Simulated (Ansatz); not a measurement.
Here is the system:

```
CELL_PARAMETERS angstrom
      3.80001     0.00000     0.00000
     -1.90000     3.29090     0.00000
      0.00000     0.00000    12.21174
ATOMIC_POSITIONS crystal
  La 0.00000 0.00000 0.00000
  La 0.00000 0.00000 0.50000
  La 0.33333 0.66667 0.25000
  La 0.66667 0.33333 0.75000
```

No spin polarisation.

Method: PBE (Ansatz, a quantum-chemistry and plane-wave program; PAW; 420 eV plane waves; no spin-orbit coupling). Γ-centred 18×18×5 mesh, Fermi–Dirac width 0.1 eV.

Task: Predict the space group, band gap and pressure.

Result: The space group is P6_3/mmc (No. 194) and the band gap is zero. The pressure (mean of the normal stresses, compression positive) is -0.6 GPa.

The cells carry an imposed strain or load. No phonon test of stability was made. The cell was made from La (space group P6_3/mmc, No. 194) by this change: isotropic strain +0.81 %.
